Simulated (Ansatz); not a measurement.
Consider this model of amorphous In24O34.

```xyz
58
Lattice="9.6665 0.0524 0.8993 0.0524 9.5832 0.1852 0.8993 0.1852 9.2195" Properties=species:S:1:pos:R:3 pbc="T T T"
In     3.1754     3.4940     4.3451
In     5.9336     5.7345     2.4901
In     5.9073     6.9590     8.6023
In     7.8495     3.2811     1.1905
In     7.6004     1.5862     7.4668
In     2.8098     6.1225     1.8369
In     8.1050     4.8684     7.2031
In     4.3664     0.2999     6.3300
In     4.3303     9.0406     3.6395
In     8.8250     0.5048     2.6416
In     2.5396     8.2259     8.5444
In     4.6365     0.1055     0.9300
In     9.6338     3.7313     4.5157
In     6.2108     2.3587     4.5659
In     5.1667     3.5581     8.4912
In     4.7416     6.0614     5.5672
In     8.8784     8.2651     8.8447
In     0.9165     0.6047     4.6141
In     9.2205     6.5958     2.5873
In     1.7453     2.6147     1.1011
In     1.8129     5.2863     7.6403
In     1.3470     2.1261     7.3627
In     1.3958     6.9204     4.9192
In     7.5067     7.9365     5.3543
O      2.0462     4.1331     2.6489
O      7.9783     2.9724     5.7322
O      5.8774     5.1519     7.1839
O      2.7553     5.2966     5.6437
O      7.1508     1.8297     2.7022
O      2.9464     3.5927     8.2647
O      1.2542     7.0731     2.8478
O      2.5808     8.8323     4.9288
O      7.0395     9.5011     8.8714
O      5.2619     4.3132     4.1378
O      9.2500     8.4742     1.4085
O      3.6864     1.9533     0.7323
O      7.7358     7.1702     7.2779
O      4.4067     5.1341     0.8535
O      1.0788     7.2915     7.0671
O      4.4430     7.6610     7.0482
O      1.4313     2.6037     5.2721
O      9.4419     5.5102     5.6728
O      7.3613     6.8953     3.5775
O      9.5102     0.6321     7.4910
O      9.5376     1.9023     1.0815
O      3.4708     7.9110     0.5544
O      2.7787     0.5696     7.6372
O      4.3147     6.8040     3.5298
O      7.3324     3.2617     8.7965
O      8.7131     4.5061     2.6762
O      0.6715     1.7002     2.7445
O      4.1535     1.6419     4.4781
O      5.5974     1.9893     6.8607
O      9.7566     4.1663     8.5011
O      1.2481     6.1080     0.2525
O      9.0728     9.1462     4.7612
O      7.7140     6.6969     9.9022
O      5.9510     9.3294     5.1070
```

Calculation: PBE, scalar-relativistic without spin-orbit coupling (plane waves to 420 eV, PAW; Ansatz, a program for electronic structure). The usual formal charges leave 4 electrons over, so the level spacing at the Fermi energy parts defect or band states and needn't be the band gap.

A CHGNet melt-quench gave the starting glass, which DFT then relaxed. O atoms were pushed apart under 1.9 Å during the dynamics, to hinder bonds among them. The hot cell started wider than the set density and was brought back towards it in steps. It is the lowest in DFT energy of 3 quenches. It is a model cell: composition and starting density were chosen by hand, and all elements were melted together. No dispersion term was used. Its density started from a set value of 6.88 and ended at 6.48 g/cm³. The simulated quench (nominally 340 K/ps over its main leg) is rapid and tends to freeze in more defects than a deposited or slowly cooled glass has. One small periodic cell is one sample of the glass; other quenches scatter about these values. Volume and shape were free in the relaxation.

Bonds are counted up to In-In 3.12 Å, In-O 2.84 Å, O-O 1.58 Å. Two cations that share two anions don't count as bonded, nor two that share one unless they lie closer than In-In 3.04 Å.

**Question.** Give the coordination numbers, mean bond lengths and angles.

**Answer.** 
| Quantity | Value |
|---|---|
| Mean coordination of In by anions | 5.29 (1 with 3, 2 with 4, 11 with 5, 9 with 6, 1 with 7); 2 close contacts or bonds to cations besides |
| Mean coordination of O | 3.74 (9 with 3, 25 with 4) |
| Mean In-O bond | 2.222 Å (spread 0.116 Å, 127 counted) |
| Mean In-In close contact | 2.631 Å (spread 0.000 Å, 1 counted) |
| Bond angle at In | mean 105.1°, spread 28.6° |
| Bond angle at O | mean 110.2°, spread 16.1° |

**Question.** List the pairs of like atoms that count as bonded by the rules above.

**Answer.** In9-In12 (2.63 Å).

**Question.** What Bader charges do the atoms carry, from a run on one k-point at (1/4, 1/4, 1/4)?

**Answer.** Means (range): In +1.71 e (+1.22 to +1.82), O -1.21 e (-1.23 to -1.18).
| atom | charge (e) |
|---|---|
| In1 | +1.75 |
| In2 | +1.68 |
| In3 | +1.77 |
| In4 | +1.71 |
| In5 | +1.73 |
| In6 | +1.79 |
| In7 | +1.76 |
| In8 | +1.77 |
| In9 | +1.22 |
| In10 | +1.75 |
| In11 | +1.77 |
| In12 | +1.26 |
| In13 | +1.77 |
| In14 | +1.76 |
| In15 | +1.82 |
| In16 | +1.67 |
| In17 | +1.79 |
| In18 | +1.76 |
| In19 | +1.78 |
| In20 | +1.77 |
| In21 | +1.76 |
| In22 | +1.80 |
| In23 | +1.77 |
| In24 | +1.68 |
| O25 | -1.22 |
| O26 | -1.22 |
| O27 | -1.20 |
| O28 | -1.22 |
| O29 | -1.20 |
| O30 | -1.22 |
| O31 | -1.18 |
| O32 | -1.19 |
| O33 | -1.23 |
| O34 | -1.20 |
| O35 | -1.20 |
| O36 | -1.21 |
| O37 | -1.19 |
| O38 | -1.20 |
| O39 | -1.20 |
| O40 | -1.20 |
| O41 | -1.21 |
| O42 | -1.20 |
| O43 | -1.20 |
| O44 | -1.21 |
| O45 | -1.22 |
| O46 | -1.23 |
| O47 | -1.19 |
| O48 | -1.22 |
| O49 | -1.20 |
| O50 | -1.21 |
| O51 | -1.22 |
| O52 | -1.20 |
| O53 | -1.21 |
| O54 | -1.21 |
| O55 | -1.22 |
| O56 | -1.22 |
| O57 | -1.21 |
| O58 | -1.21 |
